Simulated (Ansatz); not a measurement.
## Fermi-surface data of TiN (I4/mmm)

Given:

```
TiN
1.0
    0.00000     2.10089     2.10894
    2.10089     0.00000     2.10894
    2.10089     2.10089     0.00000
Ti N
1 1
Direct
  0.00000   0.00000   0.00000
  0.50000   0.50000   0.50000
```

Method: PBEsol, rigid bands (plane waves, PAW, scalar-relativistic; Ansatz, a quantum-chemistry and plane-wave program). Condition of this run: uniaxial stress zz = -2 GPa (compression positive) (the target of the relaxation). Cell: cell and atoms relaxed with PBEsol, then loaded as said.

The density of states at the Fermi level is 0.805 states/(eV·cell), both spins. The bare Sommerfeld coefficient is 0.95 mJ/(mol of atoms·K²) and the drude plasma energy comes out as 7.9 eV. The root-mean-square Fermi velocity is 7.4e5 m/s and the resistivity times τ is 7.8 ×10⁻²² Ω·m·s.

A metal at this level (no band gap); rigid bands, thermally averaged at 300 K, both spins. Spin-orbit coupling is left out. τ is one relaxation time for all states.
